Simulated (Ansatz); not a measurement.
## InSb in the zinc blende structure (space group F-43m, No. 216)

```
InSb
1.0
    0.00000     3.25944     3.25944
    3.25944     0.00000     3.25944
    3.25944     3.25944     0.00000
In Sb
1 1
Cartesian
  0.00000   0.00000   0.00000
  1.62972   1.62972   1.62972
```

Calculations: PBEsol (Ansatz, a first-principles code, PAW, no SOC). k-mesh 12×12×12 (Γ-centred); smearing 0.05 eV (Fermi–Dirac).

- Volume per atom = 34.63 Å³
- Density = 5.67 g/cm³
- Band gap = zero
- Total energy = -5966.825 eV/atom (σ→0; compares only within this code and set-up)

Spin-orbit coupling, missing from the scalar runs, can matter with Sb. No phonon test of stability was made. All final runs are without spin polarisation. A zero or small gap of InSb can be the functional's error rather than a property of the material.
